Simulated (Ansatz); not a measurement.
Take MgS in the rock salt structure (space group Fm-3m, No. 225) as the base.

```yaml
crystal:
  lattice:
    - [0.00000, 2.56462, 2.56462]
    - [2.56462, 0.00000, 2.56462]
    - [2.56462, 2.56462, 0.00000]
  atoms:
    - { symbol: Mg, position: [0.00000, 0.00000, 0.00000] }
    - { symbol: S, position: [0.50000, 0.50000, 0.50000] }
```

Cartesian axes are those of the cell as printed.

Calculations: LDA in Ansatz (plane waves to 420 eV, PAW, no SOC).

Now apply this change: every lattice vector is shortened by 1.00 %; the atoms relax in the strained cell.

Q: Predict the stress tensor and what it implies for the stiffness.

A: Stress of the strained cell less that of the base (GPa, compression positive):
```
   2.67    0.00    0.00
   0.00    2.67    0.00
   0.00    0.00    2.67
```

Then B = −ΔP/(ΔV/V₀) with ΔV/V₀ = -0.0297 gives secant stiffness values (nonlinear terms included at this strain): B ≈ 90 GPa.

As a check, the harmonic strain energy −½ V₀ Δσ:ε is 4.2 meV/atom; the computed energy rise is 4.1 meV/atom.

Whether these cells are dynamically stable was not tested.

Ansatz is an electronic-structure program.
